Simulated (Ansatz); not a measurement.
# CsCl-type NaH (model structure)

Computed with PBE0 (Ansatz, an electronic-structure program, plane waves, PAW).

Run with plane-wave cutoff 500 eV, 8×8×8 k mesh, gaussian smearing 0.02 eV, scalar-relativistic PAW data made under PBE.

Cell (relaxed with r²SCAN):

```cif
data_HNa
_chemical_formula_sum 'Na1 H1'
_space_group_name_H-M_alt 'P 1'
_space_group_IT_number 1
_cell_length_a 2.93201
_cell_length_b 2.93201
_cell_length_c 2.93201
_cell_angle_alpha 90.000
_cell_angle_beta 90.000
_cell_angle_gamma 90.000
loop_
_space_group_symop_operation_xyz
  'x, y, z'
loop_
_atom_site_label
_atom_site_type_symbol
_atom_site_fract_x
_atom_site_fract_y
_atom_site_fract_z
_atom_site_occupancy
Na1 Na 0.00000 0.00000 0.00000 1
H1 H 0.50000 0.50000 0.50000 1
```

| Item | Value |
|---|---|
| band gap | 2.59 eV (on the SCF k mesh) |

Note: the relaxation could raise the start's symmetry but not lower it, so the cell can be a saddle point; cell and atoms aren't relaxed at this level (pressure 0.3 GPa).

A model structure was made by putting elements into a prototype or built by hand; it is no filed structure, need not be a known phase, and can be a saddle point held by its symmetry.
